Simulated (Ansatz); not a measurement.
Base system: VN in the rock salt structure (space group Fm-3m, No. 225; a = 4.117 Å).

The other end (x = 1) is TaN in the rock salt structure (space group Fm-3m, No. 225): 10.77 Å³/atom, gap zero; this end may not be an ambient phase.

Level of theory: PBE in Ansatz (plane waves to 420 eV, PAW, no spin-orbit coupling), earlier PAW set.

Ta replaces a fraction x of V; each row is one arrangement (x, atoms in the cell, starting space group or random), fully relaxed.

One change was made to it. Results:

The deviation of the volume from the linear (Vegard-type) interpolation comes out as +1.3 %; the mixing energy comes out as -0.01 eV/atom (to 0.01 eV only: unlike meshes or grids); the mean first-shell distances is V–N 2.107 Å (end compound 2.058 Å), Ta–N 2.107 Å (end compound 2.208 Å).

Q: Which change produced these results?
(A) x(Ta) = 0.25, 8 atoms, Pm-3m
(B) x(Ta) = 0.333, 6 atoms, Immm
(C) x(Ta) = 0.333, 6 atoms, P-3m1

A: A, x(Ta) = 0.25, 8 atoms, Pm-3m. For comparison, the mean first-shell distances in the other runs: x(Ta) = 0.333, 6 atoms, Immm gives V–N 2.124 Å (end compound 2.058 Å), Ta–N 2.129 Å (end compound 2.208 Å); x(Ta) = 0.333, 6 atoms, P-3m1 gives V–N 2.086 Å (end compound 2.058 Å), Ta–N 2.176 Å (end compound 2.208 Å).

Each cell is one ordered arrangement of few atoms, which overstates ordering effects compared with a random alloy. Stability against distortions was not tested. Seeded moments were not kept for x(Ta) = 0.25, 8 atoms, Pm-3m, the base, x(Ta) = 0.333, 6 atoms, Immm and x(Ta) = 0.333, 6 atoms, P-3m1. All final runs are without spin polarisation. This is not the structure that TaN has at room temperature and ambient pressure.

Ansatz is a quantum-chemistry and plane-wave program.
